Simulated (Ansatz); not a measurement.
The starting structures come from a database of crystals and need not be the phases stable at ambient conditions.

Consider the following.

```yaml
crystal:
  lattice:
    - [3.14528, 0.00000, 0.00000]
    - [0.00000, 5.09689, 0.00000]
    - [1.57264, 0.00000, 2.72389]
  atoms:
    - { symbol: Al, position: [0.00000, 0.00074, 0.00000] }
    - { symbol: Ga, position: [0.66667, 0.50283, 0.66667] }
    - { symbol: N, position: [0.66667, 0.88820, 0.66667] }
    - { symbol: N, position: [0.00000, 0.37184, 0.00000] }
```

Space group of this cell: P3m1. The cell is taken as given.

These are r2SCAN (plane waves, PAW; Ansatz, a program for electronic structure) values and carry that method's errors.

The current runs along the normal of the first two printed vectors; no spin-orbit coupling. Scaled by the factor s: both lengths across the current (ions clamped). Meshes 12×6×12 and 10×6 across the current in all rows.

```tsv
s	mean pressure (GPa)	slowest mid-gap decay constant κ (1/Å)
0.98	8.5	0.238
1.00	-0.4	0.222
1.02	-7.7	?
```

Question: Take the slope of the slowest mid-gap decay constant κ against ln s from the two given rows, extrapolate to s = 1.02, and say what the run there gives.

Answer: Slope = (0.238 − 0.222) / ln 0.98 = -0.792 1/Å. The line gives 0.222 + (-0.792) × ln 1.02 = 0.206 1/Å. The run gives 0.206 1/Å, as the line does.
